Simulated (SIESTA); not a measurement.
## SIESTA run on Hf5Sc (P-62m, 6 atoms in the cell): self-consistent single point

Method of the run: GGA PBEsol, numerical atomic orbitals TZP, PseudoDojo PBEsol standard norm-conserving potentials (rewritten from UPF to PSML) run with SIESTA.

Input:

```
# files in the folder: Hf.psml Sc.psml (PseudoDojo PBEsol standard)
SystemName  Hf5Sc
SystemLabel Hf5Sc

NumberOfAtoms                6
NumberOfSpecies              2
%block ChemicalSpeciesLabel
  1 72 Hf
  2 21 Sc
%endblock ChemicalSpeciesLabel
LatticeConstant              5.561470 Ang
%block LatticeVectors
     1.000000000    0.000000000    0.000000000
    -0.500000000    0.866025349    0.000000000
     0.000000000    0.000000000    0.903448189
%endblock LatticeVectors
AtomicCoordinatesFormat      ScaledCartesian
%block AtomicCoordinatesAndAtomicSpecies
     0.660530000    0.000000000    0.000000000  1
     0.169735000    0.293989625    0.000000000  1
    -0.330265000    0.572035724    0.000000000  1
    -0.000000500    0.577350522    0.451724095  1
     0.500000500    0.288674828    0.451724095  1
     0.000000000    0.000000000    0.451724095  2
%endblock AtomicCoordinatesAndAtomicSpecies

XC.functional                GGA
XC.authors                   PBEsol
PAO.BasisSize                TZP
PAO.EnergyShift              0.01 Ry
MeshCutoff                   400 Ry
%block kgrid.MonkhorstPack
    5   0   0  0.0
    0   5   0  0.0
    0   0   5  0.0
%endblock kgrid.MonkhorstPack
OccupationFunction           MP
OccupationMPOrder            0
ElectronicTemperature        100.0 meV

MaxSCFIterations             150
SCF.Mixer.Method             Broyden
SCF.Mixer.Weight             0.2
SCF.Mixer.History            8
SCF.DM.Tolerance             1.0E-04
Diag.ParallelOverK           true
WriteForces                  true
```

Output (repeated stretches shortened):

```
reinit: Reading from file input.fdf

reinit: System Name: Hf5Sc
reinit: System Label: Hf5Sc

coor:   Atomic-coordinates input format  =     Cartesian coordinates
coor:                                          (in units of alat)

siesta: Atomic coordinates (Bohr) and species
siesta:      6.94194   0.00000   0.00000  1        1
siesta:      1.78386   3.08973   0.00000  1        2
siesta:     -3.47097   6.01190   0.00000  1        3
siesta:     -0.00001   6.06775   4.74746  1        4
siesta:      5.25483   3.03387   4.74746  1        5
siesta:      0.00000   0.00000   4.74746  2        6

siesta: System type = bulk

initatomlists: Number of atoms, orbitals, and projectors:      6   150   178

siesta: ******************** Simulation parameters ****************************
redata: Spin configuration                          = none
redata: Time-Reversal Symmetry                      = T
redata: Number of Atomic Species                    =        2
redata: Mesh Cutoff                                 =   400.0000 Ry
redata: Net charge of the system                    =     0.0000 |e|
redata: Min. number of SCF Iter                     =        0
redata: Max. number of SCF Iter                     =      150
redata: SCF convergence failure will abort job
redata: SCF mix quantity                            = Hamiltonian
redata: Mix DM or H after convergence               =   F
redata: Recompute H after scf cycle                 =   F
redata: Mix DM in first SCF step                    =   T
redata: No kicks to SCF
redata: DM Mixing Weight for Kicks                  =     0.5000
redata: Require Harris convergence for SCF          =   F
redata: Harris energy tolerance for SCF             =     0.000100 eV
redata: Require DM convergence for SCF              =   T
redata: DM tolerance for SCF                        =     0.000100
redata: Require EDM convergence for SCF             =   F
redata: EDM tolerance for SCF                       =     0.001000 eV
redata: Require H convergence for SCF               =   T
redata: Hamiltonian tolerance for SCF               =     0.001000 eV
redata: Require (free) Energy convergence for SCF   =   F
redata: (free) Energy tolerance for SCF             =     0.000100 eV
redata: Using DFT-D3 dispersion                     =   F
redata: Using Saved Data (generic)                  =   F
redata: Method of Calculation                       = Diagonalization
redata: Electronic Temperature                      =  1160.4518 K
redata: Number of TDED substeps                     =        3
redata: Dynamics option                             = Single-point calculation
redata: Save all siesta data in one NC              =   F
redata: ***********************************************************************

%block SCF.Mixers
  Broyden
%endblock SCF.Mixers

%block SCF.Mixer.Broyden
  # Mixing method
  method broyden

  # Mixing options
  weight 0.2000
  weight.linear 0.2000
  weight.prime 0.2000
  history 8
%endblock SCF.Mixer.Broyden

DM_history_depth set to one: no extrapolation allowed by default for geometry relaxation
Size of DM history Fstack: 1
Total number of electrons:    71.000000
Total ionic charge:    71.000000

* ProcessorY, Blocksize:    1  64

* Orbital distribution balance (max,min):   150   150

 Kpoints in:           75 . Kpoints trimmed:           63

siesta: k-grid: Number of k-points = 63
siesta: k-points from Monkhorst-Pack grid
siesta: k-cutoff (effective) =    12.561 Ang
siesta: k-point supercell and displacements
siesta: k-grid:     5     0     0      0.000
siesta: k-grid:     0     5     0      0.000
siesta: k-grid:     0     0     5      0.000

diag: Algorithm                                     = D&C
diag: Parallel over k                               =   F
diag: Use parallel 2D distribution                  =   F
diag: Parallel block-size                           = 64
diag: Parallel distribution                         =     1 x     1
diag: Used triangular part                          = Lower
diag: Absolute tolerance                            =  0.100E-15
diag: Orthogonalization factor                      =  0.100E-05
diag: Memory factor                                 =  1.0000

superc: Internal auxiliary supercell:     5 x     5 x     5  =     125
superc: Number of atoms, orbitals, and projectors:    750  18750  22250

                        Single-point calculation

superc: Internal auxiliary supercell:     5 x     5 x     5  =     125
superc: Number of atoms, orbitals, and projectors:    750  18750  22250

outcell: Unit cell vectors (Ang):
        5.561470    0.000000    0.000000
       -2.780735    4.816374    0.000000
        0.000000    0.000000    5.024500

outcell: Cell vector modules (Ang)   :    5.561470    5.561470    5.024500
outcell: Cell angles (23,13,12) (deg):     90.0000     90.0000    120.0000
outcell: Cell volume (Ang**3)        :    134.5869
new_DM -- step:     1
Initializing Density Matrix...

Attempting to read DM from file... Failed...
DM filled with atomic data:

InitMesh: MESH = 60 x 60 x 64 = 230400
InitMesh: Mesh cutoff (required, used) =   400.000   428.908 Ry

stepf: Methfessel-Paxton step function
       Using Hermite-Gauss polynomials of order  0

        iscf     Eharris(eV)        E_KS(eV)     FreeEng(eV)     dDmax    Ef(eV) dHmax(eV)
   scf:    1    -8954.432666    -8976.262471    -8976.283841  1.593520 -3.410215  6.640280
   scf:    2    -8978.518340    -8980.672457    -8980.686243  0.251870 -3.518394  6.296039
   scf:    3    -8982.240288    -8981.624497    -8981.641605  0.064655 -3.589095  2.719947
   scf:    4    -8982.280728    -8982.172321    -8982.196370  0.118778 -3.863823  1.769008
   scf:    5    -8982.386790    -8982.315124    -8982.338595  0.021177 -3.897559  0.639660
   scf:    6    -8982.218486    -8982.299862    -8982.322033  0.018966 -3.888616  0.901020
   scf:    7    -8982.338693    -8982.326383    -8982.349272  0.008296 -3.893928  0.219245
   scf:    8    -8982.326512    -8982.326451    -8982.349371  0.000906 -3.894779  0.218996
   scf:    9    -8982.328502    -8982.327787    -8982.350844  0.001829 -3.895980  0.074542
   scf:   10    -8982.327908    -8982.327917    -8982.351035  0.000866 -3.896670  0.006257
   scf:   11    -8982.327910    -8982.327914    -8982.351037  0.000089 -3.896827  0.000707

SCF Convergence by DM+H criterion
max |DM_out - DM_in|         :     0.0000886783
max |H_out - H_in|      (eV) :     0.0007067952
SCF cycle converged after 11 iterations

Using DM_out to compute the final energy and forces

siesta: E_KS(eV) =            -8982.3279

siesta: E_KS - E_eggbox =     -8982.3279

siesta: Atomic forces (eV/Ang):
     1   -0.022060    0.000019   -0.000000
     2    0.011029    0.019103   -0.000000
     3    0.011047   -0.019095    0.000000
     4    0.000038   -0.000027   -0.000000
     5   -0.000042    0.000019    0.000000
     6   -0.000011   -0.000018   -0.000000
   Tot    0.000000    0.000000   -0.000000
   Max    0.022060
   Res    0.009006    sqrt( Sum f_i^2 / 3N )
   Max    0.022060    constrained

Stress tensor Voigt[x,y,z,yz,xz,xy] (kbar):       57.95       57.97       53.98        0.00       -0.00        0.02
(Free)E + p*V (eV/cell)    -8987.1084
Target enthalpy (eV/cell)    -8982.3510

siesta: Program's energy decomposition (eV):
siesta: Ebs     =     -2119.547208
siesta: Eions   =     11476.249065
siesta: Ena     =      1650.199026
siesta: Ekin    =      2441.762073
siesta: Enl     =       414.167226
siesta: Eso     =         0.000000
siesta: Edftu   =         0.000000
siesta: DEna    =       122.746578
siesta: DUscf   =         4.070298
siesta: DUext   =         0.000000
siesta: Ex      =     -1980.282389
siesta: Ec      =      -158.741661
siesta: Exc     =     -2139.024050
siesta: Eharris =     -8982.327910
siesta: Etot    =     -8982.327914
siesta: FreeEng =     -8982.351037

siesta: Stress tensor (static) (eV/Ang**3):
siesta:     0.036167    0.000014   -0.000000
siesta:     0.000014    0.036183    0.000000
siesta:    -0.000000    0.000000    0.033693

siesta: Cell volume =        134.586857 Ang**3

siesta: Pressure (static):
siesta:                Solid            Molecule  Units
siesta:          -0.00038498         -0.00038173  Ry/Bohr**3
siesta:          -0.03534755         -0.03504884  eV/Ang**3
siesta:         -56.63302630        -56.15443574  kBar
```

The run converged in 11 iterations.

The starting cell comes from a database of computed structures (which also holds hypothetical and non-ambient phases and stackings), without a prior relaxation at this level. Values carry the incompleteness of an atom-centred basis. With a pressure of about -6 GPa the cell is away from its equilibrium volume at this level.

Cost on one core of a shared machine: roughly 50 s.
